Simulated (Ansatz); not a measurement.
The structure below was relaxed with Ansatz (a first-principles code) PBEsol, no spin-orbit coupling, at pressure 5 GPa.

```
Li2O2
1.0
    3.06709     0.00000     0.00000
   -1.53355     2.65618     0.00000
    0.00000     0.00000     7.40398
Li O
4 4
Cartesian
  0.00000   0.00000   0.00000
  0.00000   0.00000   3.70199
  0.00000   1.77079   1.85099
  1.53355   0.88539   5.55298
  0.00000   1.77079   4.79399
  1.53355   0.88539   2.60999
  1.53355   0.88539   1.09200
  0.00000   1.77079   6.31198
```

Q: Find the space group and the Wyckoff positions.

A: Space group P6₃/mmc (No. 194); a = 3.067 Å, b = 3.067 Å, c = 7.404 Å, α = 90.00°, β = 90.00°, γ = 120.00°

```json
[
 {"atom": "Li", "site": "2a", "symmetry": "-3m.", "x": "0.0000", "y": "0.0000", "z": "0.0000"},
 {"atom": "Li", "site": "2c", "symmetry": "-6m2", "x": "0.3333", "y": "0.6667", "z": "0.2500"},
 {"atom": "O", "site": "4f", "symmetry": "3m.", "x": "0.6667", "y": "0.3333", "z": "0.1475"}
]
```

Q: Describe the coordination.

A: The crystal has 8 atoms in its conventional cell. Cell: a = 3.067 Å, b = 3.067 Å, c = 7.404 Å, α = 90.00°, β = 90.00°, γ = 120.00°. Li1 is coordinated by 6 O at 2.080 Å (octahedral). Li2 has 6 O at 1.927 Å. O has 1 O at 1.518 Å and 3 Li at 1.927 Å and 3 Li at 2.080 Å. (Neighbours: up to the widest gap in distance over summed covalent radii, below 1.35, at either atom; cation-cation and far metal-metal contacts left out.)

Load acts through the strain it causes; cell and atoms are relaxed under it. Whether these cells are dynamically stable was not tested. No other phases were tried under pressure. The cell was made from Li2O2 (space group P6_3/mmc, No. 194; with O–O pairs, as in a peroxide) by this change: pressure 5 GPa.
